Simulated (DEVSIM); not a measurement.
Device: Schottky contact on n-type Si, at 300 K.

Layer 1 from the left is Si, thickness (μm) 0.880, Nd (cm⁻³) 7.1e16, τn (s) 0.00062, τp (s) 0.00062. Layer 2 from the left is Si, thickness (μm) 17.0, Nd (cm⁻³) 1e18, τn (s) 0.00062, τp (s) 0.00062.

Left contact: Schottky, work function 4.68 eV, emission velocity 4.6e6 cm/s. Right contact: ohmic. Voltage is applied to the left contact. Recombination: SRH at mid-gap. Mobility is μmin + (μ − μmin)/(1 + (N/Nref)^α).

Constants are typed, rounded textbook-type inputs, not results; the design itself was drawn at random and stands for no fabricated device. Values at 300 K.

Si: gap (eV) 1.124, affinity (eV) 4.05, permittivity 11.7, Nc (cm⁻³) 2.86e19, Nv (cm⁻³) 3.1e19, μn (cm²/Vs) 1417, μp (cm²/Vs) 470, μn,min 52, μp,min 45, Nref,n 9.7e16, Nref,p 2.2e17, αn 0.68, αp 0.72.

Model (solved in DEVSIM): 1D drift-diffusion, Boltzmann statistics, complete ionisation; no tunnelling, impact ionisation, image-force lowering or self-heating. Metal contacts follow the ideal Schottky-Mott rule: no Fermi-level pinning, no interface dipoles.

Dark forward current:

| |V| (V) | |J| (A/cm²) |
|---|---|
| 0.05 | 0.003061 |
| 0.10 | 0.02413 |
| 0.15 | 0.1690 |
| 0.20 | 1.161 |
| 0.25 | 7.855 |
| 0.30 | 49.62 |
| 0.35 | 238.9 |
| 0.40 | 701.5 |
| 0.45 | 1386 |
| 0.50 | 2195 |

### Question
Work out the local ideality factor n = ΔV / (kT/q · ln(J2/J1)) between the rows 0.15 and 0.20 V, 0.45 and 0.50 V.

### Answer
kT/q = 25.85 mV. From 0.15 to 0.20 V: ln(1.161/0.1690) = 1.927, n = 1.00, near the 1 of diffusion or emission over a barrier. From 0.45 to 0.50 V: ln(2195/1386) = 0.460, n = 4.21; the layers' resistance at their doping, Σ W/(qμN) = 4.7e-5 Ω cm², would take 38 mV of this step of 50 mV.

### Question
Estimate the current at 0.20 V for emission alone, J0 = q v N_band exp(−φB/kT), and read the barrier back from the simulated current.

### Answer
φB = 0.630 eV, N_band = 2.86e19 cm⁻³, J0 = 0.000549 A/cm²; J = J0 (exp(qV/kT) − 1) = 1.26 A/cm². The simulation gives 1.16 A/cm²; the estimate lies 8.3 % above. Read backwards, the simulated current gives an apparent barrier of 0.632 eV. The estimate leaves out transport through the depletion region and minority injection.
